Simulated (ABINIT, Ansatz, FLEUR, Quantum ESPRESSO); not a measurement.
# Code comparison for LaCo5 (P6/mmm, 6 atoms in the cell)

Self-consistent single point.

```xyz
6
Lattice="5.0227 0.0000 0.0000 -2.5113 4.3498 0.0000 0.0000 0.0000 3.9604" Properties=species:S:1:pos:R:3 pbc="T T T"
La     0.0000     0.0000     0.0000
Co     0.0000     2.8998     0.0000
Co     2.5113     1.4499     0.0000
Co     2.5113     0.0000     1.9802
Co     1.2557     2.1749     1.9802
Co    -1.2557     2.1749     1.9802
```
Moments meant for the start (each program seeds them in its own way; μB, in the order of the atoms La Co Co Co Co Co): 0.0 3.0 3.0 3.0 3.0 3.0.

All programs got the same cell, k-point mesh and kind of occupations, and the same starting moments (in Ansatz's words: kpoints.mp_grid.grid = 5 5 6; magnetization.spin_polarized = true; scf.occupations.method = fermi_dirac; scf.occupations.width = 0.05 eV); potentials, basis and cutoffs are each program's usual ones.

```
code                                                                                     model  pressure (GPa)  size of the net moment (μB/atom)           cutoff
----------------  ----------------------------------------------------------------------------  --------------  --------------------------------  ---------------
ABINIT                                                      LDA (PW92), PAW (JTH v2.0 LDA PAW)          -11.56                              1.12            30 Ha
FLEUR             LDA (Perdew-Zunger), all-electron FLAPW (FLEUR), scalar-relativistic valence               –                              1.10  Kmax 3.8 1/bohr
Ansatz                                                     LDA (PW92), PAW files made with PBE          -11.72                              1.12          default
Quantum ESPRESSO                           LDA (PZ), GBRV 1.5 ultrasoft (LDA) pseudopotentials          -11.88                              1.13            50 Ry
```

A dash marks a value that a program does not give, or that is left out as unsure.

The spread over the programs that give each value: pressure within 0.32 GPa; size of the net moment within 0.03 μB/atom.

The starting cell comes from a database of computed structures (which also holds hypothetical and non-ambient phases and stackings), without a prior relaxation at this level. On Ansatz's run: The magnetic order is the one reached from the typed start; others were not searched systematically. In the base run, with a pressure of about -12 GPa the cell is away from its equilibrium volume at this level.

Problem. Why do the programs differ, and what cannot be compared?

Solution. Differences of this kind can come from the potentials, where these differ, and from what each basis and cutoff leave unconverged. The valence holds different numbers of electrons (ABINIT 96, FLEUR 86, Ansatz (a quantum-chemistry and plane-wave program) 96, Quantum ESPRESSO 96). The zero of total energies and Fermi levels follows the potentials and each program's conventions, so they are not compared here. FLEUR treats all electrons, but the usual bases taken here (sphere radii, linearisation, local orbitals, empty states) were not tested for convergence, so the values are no reference for the others. Ansatz's pressure is given at a fixed set of plane waves, as the other plane-wave codes print theirs; with its correction for the finite basis it is -11.64 GPa. The same LDA comes in different parametrisations, which differ slightly. Site moments depend on each program's spheres or projections; the total moment of the cell does not.

Left out of this page: GPAW and Elk (failed or unconverged).

Keys are those of Ansatz 0.2.
